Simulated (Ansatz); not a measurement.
Base system: GaN in the wurtzite structure (space group P6_3mc, No. 186; a = 3.1826 Å, c = 5.1854 Å). Axes: x lies along a and z along c of the hexagonal cell.

Structures relaxed with PBEsol (Ansatz, an electronic-structure program, PAW, spin-orbit coupling left out).

Base:

Simulated powder pattern, Cu Kα1, λ = 1.54056 Å (kinematic, ideal powder, no thermal factors, no anomalous dispersion; the 14 strongest lines at most, above 2 %, up to 2θ = 90°):

| 2θ (°) | I/Imax (%) | hkl |
|---|---|---|
| 32.46 | 43 | (100) |
| 34.57 | 36 | (002) |
| 36.90 | 100 | (101) |
| 48.14 | 21 | (102) |
| 57.90 | 30 | (110) |
| 63.47 | 31 | (103) |
| 67.97 | 4.4 | (200) |
| 69.22 | 26 | (112) |
| 70.67 | 15 | (201) |
| 72.91 | 2.7 | (004) |
| 78.54 | 4.5 | (202) |
| 82.09 | 3.0 | (104) |

One thing is altered: biaxial strain +3.00 %, plane normal [001], relaxed out of plane (Cartesian); in-plane vectors clamped, the third vector and the atoms free.

How do the reflections move or split?


Simulated powder pattern, Cu Kα1, λ = 1.54056 Å (kinematic, ideal powder, no thermal factors, no anomalous dispersion; the 14 strongest lines at most, above 2 %, up to 2θ = 90°):

```csv
2θ (°),I/Imax (%),hkl
31.49,45,(100)
35.09,34,(002)
36.16,100,(101)
47.85,21,(102)
56.06,32,(110)
63.65,29,(103)
65.73,4.7,(200)
67.88,27,(112)
68.56,16,(201)
74.15,2.5,(004)
76.74,4.7,(202)
82.77,2.8,(104)
89.88,11,(203)
```

The indices refer to the base's conventional cell; one index is shown for lines that coincide.

Stability against distortions was not tested.
